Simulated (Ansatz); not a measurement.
Consider Zr$_{3}$N$_{4}$ (space group I-43d, No. 220; a = 6.7027 Å).

Method: Kohn–Sham DFT with the PBEsol functional, run in Ansatz (an electronic-structure program) with PAW and 420 eV plane waves, scalar-relativistic without spin-orbit coupling.

Base values:

| Quantity | Value |
|---|---|
| Volume per atom | 10.75 Å³ |

Modification: a hydrostatic pressure of 10 GPa.

### Question
Estimate the effect on the volume per atom.

### Answer
The volume per atom falls by 0.38 Å³ to 10.37 Å³.

Load acts through the strain it causes; cell and atoms are relaxed under it. Stability against distortions was not tested. No other phases were tried under pressure.
